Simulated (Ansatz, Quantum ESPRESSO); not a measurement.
**One structure in several programs: BaAlSiH (P3m1, 4 atoms in the cell)**

Self-consistent single point.

```xyz
4
Lattice="4.3091 0.0000 0.0000 -2.1545 3.7318 0.0000 0.0000 0.0000 5.2320" Properties=species:S:1:pos:R:3 pbc="T T T"
Ba     0.0000     0.0000     0.0023
Al     2.1545     1.2439     2.4342
Si     0.0000     2.4879     2.8374
H      2.1545     1.2439     0.7059
```

All programs got the same cell, k-point mesh and kind of occupations (some realise fixed ones as a very narrow smearing) (in Ansatz's words: kpoints.mp_grid.grid = 6 6 5; scf.occupations.method = fixed); potentials, basis and cutoffs are each program's usual ones.

```json
[
 {"code": "Ansatz", "model": "LDA (PW92), PAW files made with PBE", "pressure (GPa)": "-2.74", "largest force (eV/Å)": "0.127", "gap on the mesh (eV)": "0.808", "cutoff": "30.9 Ry"},
 {"code": "Quantum ESPRESSO", "model": "LDA (PZ), GBRV 1.5 ultrasoft (LDA) pseudopotentials", "pressure (GPa)": "-2.61", "largest force (eV/Å)": "0.122", "gap on the mesh (eV)": "0.792", "cutoff": "40 Ry"}
]
```

Size of the force on each atom (eV/Å): Sizes of forces hide their directions.

```tsv
code	Ba1	Al2	Si3	H4
Ansatz	0.032	0.063	0.031	0.127
Quantum ESPRESSO	0.025	0.072	0.025	0.122
```

Gaps are read on the mesh. Another mesh or the band path gives a smaller gap, so these values are not converged in the mesh.

The spread over the programs that give each value: pressure within 0.13 GPa; largest force within 0.005 eV/Å; gap on the mesh within 0.016 eV.

The starting cell comes from a database of computed structures (which also holds hypothetical and non-ambient phases and stackings), without a prior relaxation at this level. Its lattice was rescaled by a random factor within 2.5 % of one. On Ansatz's run: Another mesh or the band path of this cell gives a smaller gap, so this value is not converged in the mesh.

Q: Why do the programs differ, and what cannot be compared?

A: Differences of this kind can come from the potentials, where these differ, and from what each basis and cutoff leave unconverged. The zero of total energies and Fermi levels follows the potentials and each program's conventions, so they are not compared here. Ansatz's pressure is given at a fixed set of plane waves, as the other plane-wave codes print theirs; with its correction for the finite basis it is -2.71 GPa. The same LDA comes in different parametrisations, which differ slightly.

Ansatz is an electronic-structure program.

Keys are those of Ansatz 0.2.
